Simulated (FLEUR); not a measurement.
A self-consistent single point of Tc (P-1, 2 atoms in the cell) with FLEUR.

Method: PBE, all-electron FLAPW (FLEUR), scalar-relativistic valence run with FLEUR.

The change in words: lattice scaled by 0.98. Reference geometry:
```yaml
crystal:
  lattice:
    - [2.73658, 0.00000, 0.00000]
    - [-1.36829, 2.36995, 0.00000]
    - [0.00000, 0.00000, 4.39490]
  atoms:
    - { symbol: Tc, position: [0.33168, 0.66549, 0.25249] }
    - { symbol: Tc, position: [0.66832, 0.33451, 0.74751] }
```

Reference input (self-consistent single point, DFT, PBE, all-electron FLAPW (FLEUR), scalar-relativistic valence): Kmax = 4.2 1/bohr; GmaxXC = 16.8 1/bohr; xcFunctional = pbe; jspins = 1; l_soc = F; mode = hist; fermiSmearingEnergy = 0.00367493 Htr; mesh (inpgen div1-3) = 10 10 6; inpgen gamma flag = true; Gmax = 16.8 1/bohr; numbands = 0; maxIterBroyd = 15. This run's input differs from it in these lines:

```diff
@@ -3,5 +3,5 @@
 &input film=f /
-2.7365801158 -0.0000000269 0.0000000000
--1.3682900346 2.3699479132 0.0000000000
-0.0000000000 0.0000000000 4.3949000000
+2.6818482904 -0.0000000674 0.0000000000
+-1.3409240868 2.3225487822 0.0000000000
+0.0000000000 0.0000000000 4.3070020000
 1.8897261246
@@ -43,5 +43,5 @@
          <bravaisMatrix>
-            <row-1>    5.1713869368881529    -0.0000000508336328     0.0000000000000000</row-1>
-            <row-2>   -2.5856934244134577     4.4785524855152925     0.0000000000000000</row-2>
-            <row-3>    0.0000000000000000     0.0000000000000000     8.3051573450045399</row-3>
+            <row-1>    5.0679587765827270    -0.0000001273675408     0.0000000000000000</row-1>
+            <row-2>   -2.5339792779313579     4.3889811093812554     0.0000000000000000</row-2>
+            <row-3>    0.0000000000000000     0.0000000000000000     8.1390541981044482</row-3>
          </bravaisMatrix>
```

The program printed (abridged):

```
 Iteration:     1   Distance:       9.10225381 me/bohr^3
 Iteration:     2   Distance:       8.17112227 me/bohr^3
 Iteration:     3   Distance:       2.56282140 me/bohr^3
 Iteration:     4   Distance:       1.14783615 me/bohr^3
 Iteration:     5   Distance:       1.14975526 me/bohr^3
   [... 5 lines left out ...]
 Iteration:    11   Distance:       0.00055271 me/bohr^3
 Iteration:    12   Distance:       0.00014655 me/bohr^3
 Iteration:    13   Distance:       0.00013131 me/bohr^3
 Iteration:    14   Distance:       0.00000827 me/bohr^3
 Reset of history
 Run finished successfully
 Stop message:
   Structural relaxation: new displacements generated

[file out, last iteration]
             iter=     15
[...]
          total density-effective poten   -1.3984781876E+04
          total charge density-energy d   -2.5777727497E+02
 Updated energy parameters for spin:           1
[...]
 fermi energy and band-weighting factors:

[...]
FERMIE:
          first approx. to ef    (T=0)  :   0.656646 htr   (energy of the highest occ. eigenvalue)
          number of occ. states  (T=0)  :       4557
          first approx. to seigv (T=0)  :  -8.628406 htr
          sum of weights of occ. states :  15.000000
          sum of semicore charge        :   0.000000 e
FERHIS:  Fermi-Energy by histogram:
          bandgap                     :   0.000696 htr
   [... lines left out ...]
          charge neutrality (T=0)     :   0.000000    (zero if the highest occ. eigenvalue is "entirely" occupied)
     EF_NEWTON:  Adjust Fermi-Energy by Newton-Method.
 Direct bandgap for spin            1 :    4.8722139440131595E-003  Htr
   [... lines left out ...]
 ---->    (input%tkb*entropy) TS=              0.0023990477 htr
 ---->    free energy=                     -8573.3343519612 htr
      extrapolation for T->0
 ---->    total electron energy=           -8573.3331524374 htr
 ***** TOTAL FORCES ON ATOMS *****
 TOTAL FORCE FOR ATOM TYPE=  1  X=  2.529   Y= -1.468   Z=  2.055
                       FX_TOT= 0.000470 FY_TOT= 0.000451 FZ_TOT=-0.002007
```

The run converged in 14 iterations. FLEUR gives forces in its relaxation mode, with a further iteration, so its stop message speaks of a relaxation. Against the reference run the free energy rises by 83.0 meV/atom and the largest force goes from 0.044 to 0.108 eV/Å.

The starting cell comes from a database of computed structures (which also holds hypothetical and non-ambient phases and stackings), without a prior relaxation at this level. Its atoms were displaced at random from the sites of space group no. 194. For this run, on top of that: lattice scaled by 0.98. Spin polarisation is off. Values depend on the basis (sphere radii, cutoffs, local orbitals), which need not be converged. The log's line on a gap gives a spacing of levels on this mesh, which the program prints for metals too.

Cost on one core of a shared machine: roughly 4 min.
